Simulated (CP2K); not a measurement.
## Worked example: self-consistent single point of LaMg3 (I4/mmm, 4 atoms in the cell) in CP2K

Method of the run: LDA (Pade form), GPW, DZVP-MOLOPT-SR-GTH basis, GTH-PADE potentials (GTH_POTENTIALS) in CP2K.

This input was run:

```
&GLOBAL
  PROJECT run
  RUN_TYPE ENERGY_FORCE
  PRINT_LEVEL LOW
&END GLOBAL
&FORCE_EVAL
  METHOD Quickstep
  STRESS_TENSOR ANALYTICAL
  &DFT
    BASIS_SET_FILE_NAME BASIS_MOLOPT
    BASIS_SET_FILE_NAME BASIS_MOLOPT_UCL
    POTENTIAL_FILE_NAME GTH_POTENTIALS
    &QS
      METHOD GPW
      EPS_DEFAULT 1E-10
    &END QS
    &MGRID
      CUTOFF 1000
      REL_CUTOFF 50
      NGRIDS 5
    &END MGRID
    &SCF
      SCF_GUESS ATOMIC
      EPS_SCF 1E-7
      MAX_SCF 100
      ADDED_MOS 8
      &DIAGONALIZATION
        ALGORITHM STANDARD
      &END DIAGONALIZATION
      &MIXING
        METHOD BROYDEN_MIXING
        ALPHA 0.2
        NBUFFER 10
        BETA 1
      &END MIXING
      &SMEAR ON
        METHOD MARZARI_VANDERBILT
        SIGMA [eV] 0.1
      &END SMEAR
    &END SCF
    &KPOINTS
      SCHEME MONKHORST-PACK 5 5 5
    &END KPOINTS
    &XC
      &XC_FUNCTIONAL PADE
      &END XC_FUNCTIONAL
    &END XC
    &PRINT
      &MO
        EIGENVALUES T
        OCCUPATION_NUMBERS T
        NDIGITS 8
        FILENAME mo
        &EACH
          QS_SCF 0
        &END EACH
        ADD_LAST NUMERIC
      &END MO
      &MULLIKEN OFF
      &END MULLIKEN
    &END PRINT
  &END DFT
  &SUBSYS
    &CELL
      A 5.32894600 0.00000000 0.00000000
      B 0.01585200 5.32892200 0.00000000
      C -2.67239900 -2.66446100 3.76252500
      PERIODIC XYZ
    &END CELL
    &COORD
      SCALED
      La       0.00000000     0.00000000     0.00000000
      Mg       0.50000000     0.50000000     0.00000000
      Mg       0.25000000     0.75000000     0.50000000
      Mg       0.75000000     0.25000000     0.50000000
    &END COORD
    &KIND La
      BASIS_SET DZVP-MOLOPT-SR-GTH
      POTENTIAL GTH-PADE-q11
    &END KIND
    &KIND Mg
      BASIS_SET DZVP-MOLOPT-SR-GTH
      POTENTIAL GTH-PADE-q10
    &END KIND
  &END SUBSYS
  &PRINT
    &FORCES ON
    &END FORCES
    &STRESS_TENSOR ON
    &END STRESS_TENSOR
  &END PRINT
&END FORCE_EVAL
```

Output (repeated stretches shortened):

```
 GLOBAL| Method name                                                        CP2K
 GLOBAL| Project name                                                        run
 GLOBAL| Run type                                                   ENERGY_FORCE

 TOTAL NUMBERS AND MAXIMUM NUMBERS

  Total number of            - Atomic kinds:                                   2
                             - Atoms:                                          4
                             - Shell sets:                                     4
                             - Shells:                                        23
                             - Primitive Cartesian functions:                 28
                             - Cartesian basis functions:                     58
                             - Spherical basis functions:                     53

  Maximum angular momentum of- Orbital basis functions:                        3
                             - Local part of the GTH pseudopotential:          2
                             - Non-local part of the GTH pseudopotential:      5

 SCF PARAMETERS         Density guess:                                    ATOMIC
                        max_scf:                                             100
                        max_diis:                                              4
                        eps_scf:                                        1.00E-07
                        eps_diis:                                       1.00E-01
                        eps_eigval:                                     1.00E-05
                        level_shift [a.u.]:                             0.000000
                        added MOs                                         8    0
                        Mixing method:                            BROYDEN_MIXING
                                                charge density mixing in g-space
                        Smear method:                         MARZARI_VANDERBILT
                        Smearing width (sigma) [a.u.]:                  3.67E-03
                        Accuracy threshold:                             1.00E-10
                        No outer SCF

 Extrapolation method: initial_guess

 Number of electrons:                                                         41
 Number of occupied orbitals:                                                 21
 Number of molecular orbitals:                                                29

 Number of orbital functions:                                                 53
 Number of independent orbital functions:                                     53

 SCF WAVEFUNCTION OPTIMIZATION

  Step     Update method      Time    Convergence         Total energy    Change
     1 NoMix/Diag. 0.20E+00      -     1.54020447      -221.9469221799 -2.22E+02
     2 Broy./Diag. 0.20E+00      -     0.02477236      -221.6227657908  3.24E-01
     3 Broy./Diag. 0.20E+00      -     0.11074108      -221.2721454689  3.51E-01
     4 Broy./Diag. 0.20E+00      -     0.01542952      -221.2094877684  6.27E-02
     5 Broy./Diag. 0.20E+00      -     0.00646927      -221.2667171970 -5.72E-02
     6 Broy./Diag. 0.20E+00      -     0.00186741      -221.2632487865  3.47E-03
     7 Broy./Diag. 0.20E+00      -     0.00161773      -221.2344672856  2.88E-02
   [... 2 lines left out ...]
    10 Broy./Diag. 0.20E+00      -     0.00001336      -221.2257799170 -5.37E-04
    11 Broy./Diag. 0.20E+00      -     0.00001499      -221.2257393993  4.05E-05
    12 Broy./Diag. 0.20E+00      -     0.00000105      -221.2257328136  6.59E-06
    13 Broy./Diag. 0.20E+00      -     0.00000075      -221.2257358689 -3.06E-06
    14 Broy./Diag. 0.20E+00      -     0.00000003      -221.2257361985 -3.30E-07

  *** SCF run converged in    14 steps ***

  Electronic density on regular grids:        -40.9999999514        0.0000000486
  Core density on regular grids:               40.9999999984       -0.0000000016
  Total charge density on r-space grids:        0.0000000470
  Total charge density g-space grids:           0.0000000470

  Overlap energy of the core charge distribution:               0.00000000000000
  Self energy of the core charge distribution:               -464.97946109429637
  Core Hamiltonian energy:                                    134.06790430411030
  Hartree energy:                                             139.03953491539679
  Exchange-correlation energy:                                -29.35357096910819
  Smearing free energy correction:                             -0.00014335458436
  Fermi energy:                                                 0.23150746565349

  Total energy:                                              -221.22573619849049

 ENERGY| Total FORCE_EVAL ( QS ) energy [hartree]           -221.225735956848069

 FORCES| Atomic forces [hartree/bohr]
 FORCES|   Atom     x               y               z               |f|
 FORCES|      1 -4.11462220E-14  4.23076905E-14  1.10513947E-09   1.10513947E-09
 FORCES|      2  2.50279976E-14 -3.18482732E-14 -1.80293994E-10   1.80293999E-10
 FORCES|      3 -1.61717867E-09  1.62200917E-09  3.50464904E-09   4.18673446E-09
 FORCES|      4  1.61729743E-09 -1.62207993E-09 -4.42472235E-09   4.98246547E-09
 FORCES| Sum     1.02642945E-13 -6.03011896E-14  4.77216051E-12
 FORCES| Total atomic force                                       4.77364512E-12

 STRESS| Analytical stress tensor [bar]
 STRESS|                        x                   y                   z
 STRESS|      x       -1.94279280378E+04  -4.60200825460E+02  -1.63687259647E-01
 STRESS|      y       -4.60200825460E+02  -1.94251216928E+04  -1.63201012409E-01
 STRESS|      z       -1.63687259647E-01  -1.63201012409E-01  -1.89664519810E+04
 STRESS| 1/3 Trace                                            -1.92731672372E+04
```

The run converged in 14 iterations.

The starting cell comes from a database of computed structures (which also holds hypothetical and non-ambient phases and stackings), without a prior relaxation at this level. Its lattice was rescaled by a random factor within 2.5 % of one. Values carry the incompleteness of an atom-centred basis.

Cost on one core of a shared machine: roughly 50 s.
